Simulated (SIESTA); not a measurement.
Input and output of a self-consistent single point for V (Im-3m, 1 atom in the cell) (SIESTA).

Computed with SIESTA 5.4.2 with GGA BLYP, numerical atomic orbitals DZP, PseudoDojo PBE standard norm-conserving potentials (rewritten from UPF to PSML).

```yaml
crystal:
  lattice:
    - [-1.51357, 1.51357, 1.51357]
    - [1.51357, -1.51357, 1.51357]
    - [1.51357, 1.51357, -1.51357]
  atoms:
    - { symbol: V, position: [0.00000, 0.00000, 0.00000] }
```

Reference input (self-consistent single point, DFT, GGA revPBE, numerical atomic orbitals DZP, PseudoDojo PBE standard norm-conserving potentials (rewritten from UPF to PSML)): XC.functional = GGA; XC.authors = revPBE; potentials = PseudoDojo PBE standard; PAO.BasisSize = DZP; PAO.EnergyShift = 0.01 Ry; MeshCutoff = 300 Ry; kgrid.MonkhorstPack = 20 20 20; OccupationFunction = FD; ElectronicTemperature = 0.05 eV; MaxSCFIterations = 150; SCF.Mixer.Method = Pulay; SCF.Mixer.Weight = 0.2. This run's input differs from it in these lines:

```diff
@@ -21,3 +21,3 @@
 XC.functional                GGA
-XC.authors                   revPBE
+XC.authors                   BLYP
 PAO.BasisSize                DZP
```

Output (repeated stretches shortened):

```
        iscf     Eharris(eV)        E_KS(eV)     FreeEng(eV)     dDmax    Ef(eV) dHmax(eV)
   scf:    1    -1993.998643    -2004.544142    -2004.556473  1.405948 -4.713167  6.727551
   scf:    2    -2006.246054    -2005.484383    -2005.498334  0.086652 -5.291986  3.486893
   scf:    3    -2005.954198    -2005.823067    -2005.839041  0.090405 -5.956196  0.037178
   scf:    4    -2005.823442    -2005.823297    -2005.839221  0.002889 -5.947755  0.048126
   scf:    5    -2005.823437    -2005.823371    -2005.839319  0.006612 -5.959869  0.004508
   scf:    6    -2005.823360    -2005.823366    -2005.839319  0.000240 -5.961798  0.002165
   scf:    7    -2005.823353    -2005.823360    -2005.839319  0.000157 -5.962992  0.004147
   scf:    8    -2005.823367    -2005.823364    -2005.839319  0.000086 -5.962293  0.000466
mix: Pulay -- inversion failed, > SVD [rank/size] 4 / 7
   scf:    9    -2005.823364    -2005.823364    -2005.839319  0.000009 -5.962214  0.000062
SCF Convergence by DM+H criterion
max |DM_out - DM_in|         :     0.0000091950
max |H_out - H_in|      (eV) :     0.0000624742
SCF cycle converged after 9 iterations

Using DM_out to compute the final energy and forces

siesta: E_KS(eV) =            -2005.8234

siesta: E_KS - E_eggbox =     -2005.8234

siesta: Atomic forces (eV/Ang):
     1   -0.000000   -0.000000   -0.000000
   Tot   -0.000000   -0.000000   -0.000000
   Max    0.000000
   Res    0.000000    sqrt( Sum f_i^2 / 3N )
   Max    0.000000    constrained

Stress tensor Voigt[x,y,z,yz,xz,xy] (kbar):       40.81       40.81       40.81       -0.01       -0.01       -0.01
(Free)E + p*V (eV/cell)    -2006.1926
Target enthalpy (eV/cell)    -2005.8393

siesta: Program's energy decomposition (eV):
siesta: FreeEng =     -2005.839319

siesta: Stress tensor (static) (eV/Ang**3):
siesta:     0.025469   -0.000005   -0.000005
siesta:    -0.000005    0.025469   -0.000005
siesta:    -0.000005   -0.000005    0.025469

siesta: Cell volume =         13.869660 Ang**3

siesta: Pressure (static):
siesta:                Solid            Molecule  Units
siesta:          -0.00027739         -0.00027739  Ry/Bohr**3
siesta:          -0.02546875         -0.02546875  eV/Ang**3
siesta:         -40.80543354        -40.80543354  kBar
```

The run converged in 9 iterations. Against the reference run the pressure goes from -6.46 to -4.08 GPa.

The starting cell comes from a database of computed structures (which also holds hypothetical and non-ambient phases and stackings), without a prior relaxation at this level. Its lattice was rescaled by a random factor within 2.5 % of one. Spin polarisation is off. Values carry the incompleteness of an atom-centred basis. With a pressure of about -4 GPa the cell is away from its equilibrium volume at this level.

Cost on one core of a shared machine: roughly 50 s.
